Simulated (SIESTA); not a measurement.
Band structure of MgSn5 (R32, 6 atoms in the cell).

```xyz
6
Lattice="2.8426 1.6412 5.5620 -2.8426 1.6412 5.5620 0.0000 -3.2824 5.5620" Properties=species:S:1:pos:R:3 pbc="T T T"
Mg     0.0000     0.0000     8.3430
Sn     0.9127     1.6412     5.5620
Sn    -1.8777    -0.0302     5.5620
Sn     0.9650    -1.6110     5.5620
Sn     0.0000     0.0000     2.7764
Sn     0.0000     0.0000    13.9097
```

Method: GGA PBEsol, numerical atomic orbitals DZP, PseudoDojo PBEsol standard norm-conserving potentials (rewritten from UPF to PSML) (SIESTA).

Settings: XC.functional = GGA; XC.authors = PBEsol; potentials = PseudoDojo PBEsol standard; PAO.BasisSize = DZP; PAO.EnergyShift = 0.01 Ry; MeshCutoff = 300 Ry; kgrid.MonkhorstPack = 4 4 4; OccupationFunction = FD; ElectronicTemperature = 1160.45 K; MaxSCFIterations = 150; SCF.Mixer.Method = Broyden; SCF.Mixer.Weight = 0.25; SCF.Mixer.History = 8; SCF.DM.Tolerance = 1.0E-04.

The starting cell comes from a database of computed structures (which also holds hypothetical and non-ambient phases and stackings), without a prior relaxation at this level. Its lattice was rescaled by a random factor within 2.5 % of one. Values carry the incompleteness of an atom-centred basis.

Levels in eV from the Fermi level, bands 37 to 42:
```
point     37     38     39     40     41     42
-----  -----  -----  -----  -----  -----  -----
Γ      -2.67  -2.67  -2.30  -2.01  -2.01  -0.52
L      -3.34  -1.70  -1.55   0.48   0.51   1.42
B1     -2.34  -1.03  -0.73   0.35   0.62   0.71
B      -2.34  -1.03  -0.73   0.35   0.62   0.71
Z      -2.98  -1.19  -1.06  -1.06  -0.40   0.39
X      -2.09  -1.14  -0.99   0.24   0.28   1.08
Q      -2.09  -1.14  -0.99   0.24   0.28   1.08
F      -1.30  -0.69   0.07   0.10   0.90   0.92
P1     -1.94  -1.14  -0.50   0.43   0.69   1.70
P      -1.94  -1.14  -0.50   0.43   0.69   1.70
```

Bands cross the Fermi level along this path, so the cell is metallic at this level.

Higher empty bands are left out: an atom-centred basis made for the valence describes them poorly.
